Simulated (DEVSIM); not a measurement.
Structure: Si p+/n-/n+ power diode, at 300 K.

| layer (left to right) | material | thickness (μm) | Nd (cm⁻³) | Na (cm⁻³) | τn (s) | τp (s) |
|---|---|---|---|---|---|---|
| 1 | Si | 0.840 | - | 3e18 | 0.00017 | 5.6e-5 |
| 2 | Si | 4.40 | 2.1e14 | - | 5.6e-5 | 5.6e-5 |
| 3 | Si | 3.20 | 1.1e18 | - | 5.6e-5 | 5.6e-5 |

Left contact: ohmic. Right contact: ohmic. Voltage is applied to the left contact. Recombination: SRH at mid-gap. Mobility is constant in doping.

The device is made up for the run: typed textbook-type constants, with dimensions and the other settings drawn at random. Values at 300 K.

| parameter | Si |
|---|---|
| gap (eV) | 1.124 |
| affinity (eV) | 4.05 |
| permittivity | 11.7 |
| Nc (cm⁻³) | 2.86e19 |
| Nv (cm⁻³) | 3.1e19 |
| μn (cm²/Vs) | 1417 |
| μp (cm²/Vs) | 470 |

DEVSIM, 1D drift-diffusion, Boltzmann statistics, complete ionisation; no tunnelling, impact ionisation, image-force lowering or self-heating.

Tabulate band edges, carrier densities and field at 0.9 V on the left contact.

Energies count from the Fermi level of the right contact; mesh points crowd at the junctions.

```json
[
 {"x (μm)": "0.000", "Ec (eV)": "0.164", "Ev (eV)": "-0.960", "n (cm⁻³)": "< 1e2", "p (cm⁻³)": "3.0e18", "field (V/cm)": "≈ 0"},
 {"x (μm)": "0.04119", "Ec (eV)": "0.164", "Ev (eV)": "-0.960", "n (cm⁻³)": "1.4e15", "p (cm⁻³)": "3.0e18", "field (V/cm)": "≈ 0"},
 {"x (μm)": "0.1557", "Ec (eV)": "0.164", "Ev (eV)": "-0.960", "n (cm⁻³)": "5.2e15", "p (cm⁻³)": "3.0e18", "field (V/cm)": "≈ 0"},
 {"x (μm)": "0.4368", "Ec (eV)": "0.164", "Ev (eV)": "-0.960", "n (cm⁻³)": "1.5e16", "p (cm⁻³)": "3.0e18", "field (V/cm)": "≈ 0"},
 {"x (μm)": "0.7495", "Ec (eV)": "0.164", "Ev (eV)": "-0.960", "n (cm⁻³)": "2.5e16", "p (cm⁻³)": "3.0e18", "field (V/cm)": "≈ 0"},
 {"x (μm)": "0.8211", "Ec (eV)": "0.164", "Ev (eV)": "-0.960", "n (cm⁻³)": "2.7e16", "p (cm⁻³)": "3.0e18", "field (V/cm)": "-36"},
 {"x (μm)": "0.8536", "Ec (eV)": "0.106", "Ev (eV)": "-1.018", "n (cm⁻³)": "2.6e17", "p (cm⁻³)": "3.2e17", "field (V/cm)": "-5400"},
 {"x (μm)": "0.9650", "Ec (eV)": "0.104", "Ev (eV)": "-1.020", "n (cm⁻³)": "2.9e17", "p (cm⁻³)": "2.9e17", "field (V/cm)": "27"},
 {"x (μm)": "1.225", "Ec (eV)": "0.104", "Ev (eV)": "-1.020", "n (cm⁻³)": "2.9e17", "p (cm⁻³)": "2.9e17", "field (V/cm)": "27"},
 {"x (μm)": "1.939", "Ec (eV)": "0.106", "Ev (eV)": "-1.018", "n (cm⁻³)": "2.9e17", "p (cm⁻³)": "2.9e17", "field (V/cm)": "26"},
 {"x (μm)": "3.718", "Ec (eV)": "0.111", "Ev (eV)": "-1.013", "n (cm⁻³)": "3.0e17", "p (cm⁻³)": "3.0e17", "field (V/cm)": "26"},
 {"x (μm)": "4.872", "Ec (eV)": "0.114", "Ev (eV)": "-1.010", "n (cm⁻³)": "3.0e17", "p (cm⁻³)": "3.0e17", "field (V/cm)": "26"},
 {"x (μm)": "5.121", "Ec (eV)": "0.115", "Ev (eV)": "-1.009", "n (cm⁻³)": "3.1e17", "p (cm⁻³)": "3.0e17", "field (V/cm)": "26"},
 {"x (μm)": "5.212", "Ec (eV)": "0.115", "Ev (eV)": "-1.009", "n (cm⁻³)": "3.1e17", "p (cm⁻³)": "3.0e17", "field (V/cm)": "-180"},
 {"x (μm)": "5.260", "Ec (eV)": "0.080", "Ev (eV)": "-1.044", "n (cm⁻³)": "1.2e18", "p (cm⁻³)": "7.9e16", "field (V/cm)": "-150"},
 {"x (μm)": "5.342", "Ec (eV)": "0.080", "Ev (eV)": "-1.044", "n (cm⁻³)": "1.2e18", "p (cm⁻³)": "7.7e16", "field (V/cm)": "12"},
 {"x (μm)": "5.562", "Ec (eV)": "0.080", "Ev (eV)": "-1.044", "n (cm⁻³)": "1.2e18", "p (cm⁻³)": "7.2e16", "field (V/cm)": "13"},
 {"x (μm)": "6.200", "Ec (eV)": "0.081", "Ev (eV)": "-1.043", "n (cm⁻³)": "1.2e18", "p (cm⁻³)": "5.7e16", "field (V/cm)": "13"},
 {"x (μm)": "7.737", "Ec (eV)": "0.083", "Ev (eV)": "-1.041", "n (cm⁻³)": "1.1e18", "p (cm⁻³)": "1.8e16", "field (V/cm)": "14"},
 {"x (μm)": "8.209", "Ec (eV)": "0.084", "Ev (eV)": "-1.040", "n (cm⁻³)": "1.1e18", "p (cm⁻³)": "6.1e15", "field (V/cm)": "14"},
 {"x (μm)": "8.371", "Ec (eV)": "0.084", "Ev (eV)": "-1.040", "n (cm⁻³)": "1.1e18", "p (cm⁻³)": "1.8e15", "field (V/cm)": "14"},
 {"x (μm)": "8.440", "Ec (eV)": "0.084", "Ev (eV)": "-1.040", "n (cm⁻³)": "1.1e18", "p (cm⁻³)": "110", "field (V/cm)": "14"}
]
```
